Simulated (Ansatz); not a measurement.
Base system: Ag in the fcc (Cu type) structure (space group Fm-3m, No. 225; a = 4.054 Å; relaxed with 0.1 eV smearing). Axes: x, y, z lie along the cube axes.

Computed with DFT with PBEsol, PAW potentials and a 420 eV plane-wave cutoff in Ansatz (a first-principles code), scalar-relativistic without spin-orbit coupling.

Base values:

```
Item                             Result
-----------------------------  --------
Shortest interatomic distance  286.6 pm
```

Perturbation: a pure shear with ε_xy = ε_yx = 0.0200; the atoms relax in the strained cell.

**Question.** What does the calculation give for the shortest interatomic distance, energy relative to the base and stress after the change?

**Answer.** The shortest interatomic distance decreases by 5.7 pm to 280.9 pm; the energy grows by 4.6 meV/atom; the stress (xx, yy, zz, yz, xz, xy; compression positive) amounts to (0.4, 0.4, -0.1, 0.0, 0.0, -2.2) GPa.

Stability against distortions was not tested.
